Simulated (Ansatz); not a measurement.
Model: Si(111) 1x1 surface, 6 top atoms, 3 bilayers, bottom bilayer H-capped and fixed, every top atom capped by H; cell 11.5 x 6.6 Å; two neighbouring H replaced by OH; about 7 Å thick over the host's atoms, 18 atoms held. Calculation: PBE-D3(BJ) (plane waves to 420 eV, PAW; Ansatz, a quantum-chemistry and plane-wave program). k mesh 1 x 2 x 1. The slab states were run without spin polarisation. A thicker slab, a larger cell or a denser mesh can move such energies by a tenth of an eV or more. No zero-point or entropy terms are included. Each state was relaxed from one prepared geometry.

End state of this step: H2O attacks the fragment of SiH4 (twice exchanged) and H2 forms. Atoms near the product:

```
atom    x (Å)   y (Å)   z (Å)
------  -----  ------  ------
H(14)   0.006   6.729  11.038
H(29)   3.839   6.545  10.931
O(48)   2.458  10.008  11.123
Si(a0)  3.840   3.284  12.034
H(a3)   3.872   1.994  12.753
H(a4)   2.031   7.079  13.063
O(c0)   3.823   4.445  13.183
H(c1)   1.656   6.450  13.238
H(c2)   3.541   5.339  12.938
```

**Question.** What energy does it take to move H2 into the gas, one a cell, with the surface relaxed behind it, and what are its closest contacts before it leaves?

**Answer.** 0.08 eV. Its closest contacts to the rest of the cell: H(c1)...H(c2) 2.21 Å, H(a4)...H(c2) 2.31 Å, H(a4)...H(a3) 2.43 Å.
